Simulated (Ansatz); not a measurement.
Fluorite CoSi₂: PBE at its full settings (plane-wave cutoff 520 eV, 18×18×18 k mesh, Fermi–Dirac smearing 0.05 eV, no spin polarisation, scalar-relativistic PAW data made under PBE) and at cheaper ones, in a cell of 3 atoms with Γ-centred meshes.

```json
[
 {"level and setting": "PBE (Ansatz)", "lattice constant a (Å)": "5.360", "bulk modulus B0 (GPa)": "179"},
 {"level and setting": "PBE (2×2×2 k mesh) (Ansatz)", "lattice constant a (Å)": "5.326", "bulk modulus B0 (GPa)": "196"},
 {"level and setting": "PBE (4×4×4 k mesh) (Ansatz)", "lattice constant a (Å)": "5.357", "bulk modulus B0 (GPa)": "180"},
 {"level and setting": "PBE (6×6×6 k mesh) (Ansatz)", "lattice constant a (Å)": "5.360", "bulk modulus B0 (GPa)": "178"},
 {"level and setting": "PBE (Fermi-Dirac smearing of 0.3 eV) (Ansatz)", "lattice constant a (Å)": "5.371", "bulk modulus B0 (GPa)": "169"}
]
```

Largest shifts from the full settings: lattice constant a -0.63 % (PBE (2×2×2 k mesh)), against a difference of -0.09 % of the full result from the reference 5.365 Å (measured, room temperature, not corrected to a static lattice; as tabulated in Hegde and Bowen (2014), arXiv:1405.1317); bulk modulus +9.5 % (PBE (2×2×2 k mesh)).

The full settings aren't shown to be converged themselves.

Ansatz's density-functional and Hartree–Fock values are scalar-relativistic unless marked +SOC, with PAW data made under PBE.

Run with cheap settings on purpose, which may leave them unconverged: PBE (2×2×2 k mesh), PBE (4×4×4 k mesh), PBE (6×6×6 k mesh), PBE (Fermi-Dirac smearing of 0.3 eV).

Ansatz is a first-principles code.
